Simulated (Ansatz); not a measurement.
# CsCl-type KCl (model structure) (like a known high-pressure phase)

All values below come from r²SCAN in Ansatz (plane waves, PAW).

Numerical settings: plane-wave cutoff 500 eV, 8×8×8 k mesh, gaussian smearing 0.02 eV, scalar-relativistic PAW data made under PBE.

Cell (relaxed at this level):

Space group Pm-3m (No. 221); a = 3.7701 Å, b = 3.7701 Å, c = 3.7701 Å, α = 90.00°, β = 90.00°, γ = 90.00°

```csv
atom,site,symmetry,x,y,z
K,1a,m-3m,0.0000,0.0000,0.0000
Cl,1b,m-3m,0.5000,0.5000,0.5000
```

| Quantity | Value |
|---|---|
| band gap | 5.81 eV (on the SCF k mesh) |

Computing time: around 7 core-seconds (rough).

A model structure was made by putting elements into a prototype or built by hand; it is no filed structure, need not be a known phase, and can be a saddle point held by its symmetry.

Ansatz is a program for electronic structure.
